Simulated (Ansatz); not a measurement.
The parent structure is SnS₂ in the rutile structure (space group P4_2/mnm, No. 136; a = 6.0706 Å, c = 3.7875 Å; a hypothetical phase, not in the database extracts checked). Axes: x, y, z lie along a, b, c of the conventional cell.

Computed with PBEsol (Ansatz, a quantum-chemistry and plane-wave program), without spin-orbit coupling, earlier PAW set.

Base values:

The band gap is zero.

Perturbation: uniaxial strain ε_xx = −0.51 %, all other strain components held at zero; the atoms relax in the strained cell.

Q: What happens to the energy relative to the base, electron mass, band gap and valence-band top at Γ?

A: The energy falls by 22 meV/atom; the electron mass amounts to 1.0 mₑ along z, 0.32 mₑ across (at Γ); the band gap changes from zero to 0.29 eV; the valence-band top at Γ (three highest levels, from the VBM) is 0.00, -0.55, -0.86 eV.

Masses are band curvatures over ±0.01 Å⁻¹ around the edge. Whether these cells are dynamically stable was not tested. The final runs are not spin-polarised. Under uniaxial strain ε_xx = −0.51 % the cell ends below the base's energy or with stress of the wrong sign: the atoms slid into a distortion or the cell is elastically unstable, so the base is not a stable minimum at this level. A zero or small gap of SnS2 can be the functional's error rather than a property of the material.
